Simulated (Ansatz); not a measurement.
**What O → C does to ZrO2**

Take ZrO$_{2}$ (space group Pca2_1, No. 29; a = 5.287 Å, b = 5.073 Å, c = 5.098 Å) as the base.

Perturbation: C takes the place of O on all its sites; the structure is relaxed again.

Calculations: Ansatz (a program for electronic structure) r2SCAN, no SOC. k-mesh 11×11×7 (Γ-centred); smearing 0.05 eV (Fermi–Dirac), for the changed cell.

```json
[
 {"quantity": "volume per atom", "base": "11.39 Å³", "changed": "12.10 Å³", "shift": "+0.71 Å³"},
 {"quantity": "density", "base": "5.99 g/cm³", "changed": "5.27 g/cm³", "shift": "-0.714 g/cm³"},
 {"quantity": "space group", "base": "Pca2_1 (No. 29)", "changed": "Cmcm (No. 63)", "shift": "–"},
 {"quantity": "shortest interatomic distance", "base": "203.8 pm", "changed": "134.0 pm", "shift": "-69.8 pm"},
 {"quantity": "band gap", "base": "4.40 eV", "changed": "zero", "shift": "–"}
]
```

Cost of the whole job for the changed cell (relaxation, final SCF and bands): about 21 core-minutes (a rough figure).

Stability against distortions was not tested. As relaxed here, ZrC2 is a hypothetical phase, not in the database extracts checked. The final runs are not spin-polarised. This is not the structure that ZrO2 has at room temperature and ambient pressure.
